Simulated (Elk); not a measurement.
Variants of one calculation on BeBi3 (Pm-3m, 4 atoms in the cell)

```xyz
4
Lattice="4.5129 0.0000 0.0000 0.0000 4.5129 0.0000 0.0000 0.0000 4.5129" Properties=species:S:1:pos:R:3 pbc="T T T"
Bi     0.0000     2.2565     2.2565
Bi     2.2565     2.2565     0.0000
Bi     2.2565     0.0000     2.2565
Be     0.0000     0.0000     0.0000
```

Base run A: PBE, all-electron FP-LAPW, Elk's shipped species files, default APW+lo basis (Elk), self-consistent single point.

Its settings: xctype = 20; rgkmax = 7; stype = 1; swidth = 0.00999582 Ha; ngridk = 5 5 5.

The starting cell was generated: these elements placed on a structure prototype, without a prior relaxation; it need not be a known phase or ordering of this composition. Values depend on the basis (sphere radii, cutoffs, local orbitals), which need not be converged.

ΔE is the total energy (no entropy term) per atom less that of run A. A dash stands where there is no value to compare (another energy zero or no entropy term, no result, no spin, no clean gap, or a mesh too coarse for one). 

In an all-electron method the total energy should not depend on the sphere radii; what changes here is the error of basis and core treatment.

Run A gave: k-points 10; valence electrons 47; ending converged.

Runs:
- B: symtype: default → 0
- C: epspot: default → 3.7e-09 Ha; epsengy: default → 3.7e-07 Ha
- D: lattice scaled by 1.015
- E: rgkmax: 7 → 9.26
- F: ngridk: 5 5 5 → 4 4 4
- G: 1 x 1 x 2 supercell, mesh divided and rounded up; ngridk: 5 5 5 → 5 5 3
- H: swidth: 0.00999582 Ha → 0.0110248 Ha; ngridk: 5 5 5 → 4 4 4
- I: mixtype: default → 1; beta0: default → 0.1
- J: gmaxvr: default → 20 1/bohr
- K: rgkmax: 7 → 6
- L: rmtscf: default → 0.8

Problem. What does run J change against A?

Solution. The total energy goes up by 2.1 meV/atom.

Problem. What does run K change against A?

Solution. The total energy goes up by 230 meV/atom.

| run | ΔE (meV/atom) | k-points | valence electrons | ending |
|---|---|---|---|---|
| A | 0.00 | 10 | 47 | converged |
| B | 0.14 | 125 | 47 | converged |
| C | – | 10 | 47 | not converged |
| D | -87.0 | 10 | 47 | converged |
| E | -69.0 | 10 | 47 | converged |
| F | 83.5 | 10 | 47 | converged |
| G | 16.6 | 12 | 94 | converged |
| H | 84.4 | 10 | 47 | converged |
| I | 0.01 | 10 | 47 | converged |
| J | 2.1 | 10 | 47 | converged |
| K | 230.4 | 10 | 47 | converged |
| L | 325.9 | 10 | 47 | converged |
